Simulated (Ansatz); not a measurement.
## KF: biaxial strain +3.00 %, plane normal [001], relaxed out of plane

The parent structure is KF in the rock salt structure (space group Fm-3m, No. 225; a = 5.307 Å). Axes: x, y, z lie along the cube axes.

Perturbation: tensile biaxial strain of 3.00 % in the plane normal to [001], as in epitaxy on a mismatched substrate; the out-of-plane cell vector and the atoms relax.

The values are results of PBEsol/PAW in Ansatz (an electronic-structure program), no SOC, not measurements. Settings: 11×11×11 k-points, 0.05 eV Fermi–Dirac smearing.

The volume per atom goes up by 0.90 Å³ (18.68 Å³ → 19.58 Å³) and the space group changes from Fm-3m (No. 225) to I4/mmm (No. 139). The shortest interatomic distance falls by 0.032 Å to 2.621 Å and the energy increases by 7.2 meV/atom. The pressure (mean of the normal stresses, compression positive) decreases by 1.24 GPa (-0.01 GPa → -1.25 GPa) and the band gap falls by 0.28 eV, from 6.15 eV to 5.87 eV. The gap character is still direct at Γ and the electron mass changes from 0.54 mₑ (at Γ) to 0.57 mₑ out of plane, 0.53 mₑ in plane (at Γ). The valence-band top at Γ (three highest levels, from the VBM) becomes 0.00, -0.06, -0.06 eV (base: 0.00, 0.00, 0.00 eV) and the out-of-plane strain is -1.21 %. The ratio −ε⊥/ε∥ comes out as 0.40 and the mean in-plane stress (compression positive) amounts to -1.9 GPa.

Final structure (turned so that z lies along the plane normal):

```
CELL_PARAMETERS angstrom
      3.86503     0.00000     0.00000
      0.00000     3.86503     0.00000
      1.93251    -1.93251     2.62135
ATOMIC_POSITIONS crystal
  K  0.00000 0.00000 0.00000
  F  0.50000 0.50000 0.00000
```

Cost of the whole job for the changed cell (relaxation, final SCF and bands): roughly 14 core-seconds.

Effective masses come from finite differences of ±0.01 Å⁻¹. Whether these cells are dynamically stable was not tested. k-point labels follow each cell's own Brillouin zone.
